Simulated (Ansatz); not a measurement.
The parent structure is SiS₂ (space group I-42d, No. 122; a = 5.555 Å, c = 8.696 Å). Axes: x, y, z lie along a, b, c of the conventional cell.

Now apply this change: compressive biaxial strain of 1.71 % in the plane normal to [001], as in epitaxy on a mismatched substrate; the out-of-plane cell vector and the atoms relax.

Levels (all Ansatz, an electronic-structure program, PAW): r2SCAN (500 eV, spin-orbit coupling left out); HSE06 (420 eV, spin-orbit coupling left out).

The geometry is relaxed with r2SCAN.

- r2SCAN band gap = 3.43 eV

Question: How does going to HSE06 change the band gap?

Answer: The band gap goes up by 0.66 eV to 4.09 eV.

Single points use the geometry relaxed with r2SCAN. HSE06 was sampled on its mesh, a few special points and the semilocal edge points, so its gap is an upper bound. Whether these cells are dynamically stable was not tested.
